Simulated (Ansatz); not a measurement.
Structures of equal composition on the (111) surface of fcc Ni, ferromagnetic: clean 1x1; top plane shifted to the other hollow. The slabs share one bottom face, and each structure is named by its start. These are constructed structures in small cells; real faces may alloy, dewet or reconstruct in larger ones, and not all known structures of the face are among them. Slabs of about 10 Å with all that they carry, Fermi-Dirac smearing of 0.1 eV. Bottom of the slabs: a bare face, its two planes held. Relaxed from the named starts with such symmetry as they have, on meshes of like density; energies extrapolated to zero smearing; no spin-orbit coupling, no U. Spin-polarised runs, if any, are marked in brackets, and their order is one that fits the cell; the others ran without spin. Where a second, spin-polarised start was run, the lower counts.

Method: PBE (plane waves to 420 eV, PAW; Ansatz, a program for electronic structure).

Question: Rank these by energy per 1x1 cell (lowest first), as PBE gives it.

Answer: clean 1x1 (0.000 eV [spin, 3.9 μB a cell]), top plane shifted to the other hollow (0.026 eV [spin, 3.9 μB a cell])
